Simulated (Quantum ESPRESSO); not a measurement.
## Variants of one calculation on Y3Co2Si3 (Cmcm, 16 atoms in the cell)

```cif
data_Co8Si12Y12
_chemical_formula_sum 'Y12 Co8 Si12'
_space_group_name_H-M_alt 'Cmcm'
_space_group_IT_number 63
_space_group_name_Hall '-C 2c 2'
_cell_length_a 4.11866
_cell_length_b 10.52998
_cell_length_c 13.69263
_cell_angle_alpha 90.000
_cell_angle_beta 90.000
_cell_angle_gamma 90.000
loop_
_space_group_symop_operation_xyz
  'x, y, z'
  '-x, -y, -z'
  '-x, -y, z+1/2'
  'x, y, -z+1/2'
  'x, -y, -z'
  '-x, y, z'
  '-x, y, -z+1/2'
  'x, -y, z+1/2'
  'x+1/2, y+1/2, z'
  '-x+1/2, -y+1/2, -z'
  '-x+1/2, -y+1/2, z+1/2'
  'x+1/2, y+1/2, -z+1/2'
  'x+1/2, -y+1/2, -z'
  '-x+1/2, y+1/2, z'
  '-x+1/2, y+1/2, -z+1/2'
  'x+1/2, -y+1/2, z+1/2'
loop_
_atom_site_label
_atom_site_type_symbol
_atom_site_symmetry_multiplicity
_atom_site_Wyckoff_symbol
_atom_site_fract_x
_atom_site_fract_y
_atom_site_fract_z
_atom_site_occupancy
Y1 Y 4 c 0.00000 0.36153 0.25000 1
Y2 Y 8 f 0.00000 0.07950 0.11260 1
Co1 Co 8 f 0.00000 0.21438 0.58123 1
Si1 Si 4 c 0.00000 0.66962 0.25000 1
Si2 Si 8 f 0.00000 0.37965 0.03883 1
```
(The calculation used a cell of 16 atoms; values per cell refer to that cell.)

Base run A: PBEsol, PSlibrary ultrasoft (PBE) pseudopotentials (Quantum ESPRESSO 7.5), self-consistent single point.

Its settings: ecutwfc = 50 Ry; ecutrho = 350 Ry; occupations = smearing; smearing = fd; degauss = 0.0073499 Ry; input_dft = pbesol; K_POINTS = automatic 5 5 2 0 0 0; conv_thr = 1e-09 Ry; mixing_beta = 0.3.

The starting cell comes from a database of computed structures (which also holds hypothetical and non-ambient phases and stackings), without a prior relaxation at this level. Spin polarisation is off. In the base run, with a pressure of about -6 GPa the cell is away from its equilibrium volume at this level.

ΔF is the free energy per atom less that of run A. 

Run A gave: pressure (GPa) -6.24; largest force (eV/Å) 0.318.

Runs:
- B: lattice scaled by 1.03
- C: smearing: fd → mp
- D: ecutrho: 350 Ry → 250 Ry
- E: mixing_ndim: default → 20
- F: occupations: smearing → tetrahedra_opt; smearing: fd → default; degauss: 0.0073499 Ry → default

Question: What does run C change against A?

Answer: The free energy goes up by 12.4 meV/atom, the pressure moves little (-6.24 to -6.33 GPa) and the largest force goes from 0.318 to 0.303 eV/Å.

Question: What does run F change against A?

Answer: The free energy rises by 14.9 meV/atom, the pressure hardly changes (-6.24 to -6.31 GPa) and the largest force hardly changes (0.318 to 0.321 eV/Å).

Question: What does run B change against A?

Answer: The free energy goes up by 104 meV/atom, the pressure goes from -6.24 to -13.21 GPa and the largest force goes from 0.318 to 0.559 eV/Å.

| run | ΔF (meV/atom) | pressure (GPa) | largest force (eV/Å) |
|---|---|---|---|
| A | 0.00 | -6.24 | 0.318 |
| B | 104.1 | -13.21 | 0.559 |
| C | 12.4 | -6.33 | 0.303 |
| D | 0.00 | -6.24 | 0.319 |
| E | 0.00 | -6.24 | 0.318 |
| F | 14.9 | -6.31 | 0.321 |
